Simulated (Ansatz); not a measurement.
Here is the system:

```
CELL_PARAMETERS angstrom
      3.14092     0.00000     0.00000
      0.00000     3.14092     0.00000
      1.57046    -1.57046     1.56117
ATOMIC_POSITIONS crystal
  Mo 0.00000 0.00000 0.00000
```

No spin polarisation.

The values are results of Kohn–Sham DFT with the PBEsol functional, run in Ansatz (a first-principles code) with PAW and 420 eV plane waves, no spin-orbit coupling, not measurements. Settings: 29×29×29 k-points, 0.1 eV Fermi–Dirac smearing.

Task: Estimate the band gap.

Result: Zero.

Task: Estimate the pressure (mean of the normal stresses, compression positive).

Result: -1.3 GPa.

Task: What space group does the calculation give?

Result: I4/mmm (No. 139).

The cells carry an imposed strain or load. No phonon test of stability was made. The final runs are not spin-polarised. The cell was made from Mo in the bcc (W type) structure (space group Im-3m, No. 229) by this change: biaxial strain +0.35 %, plane normal [001], relaxed out of plane.
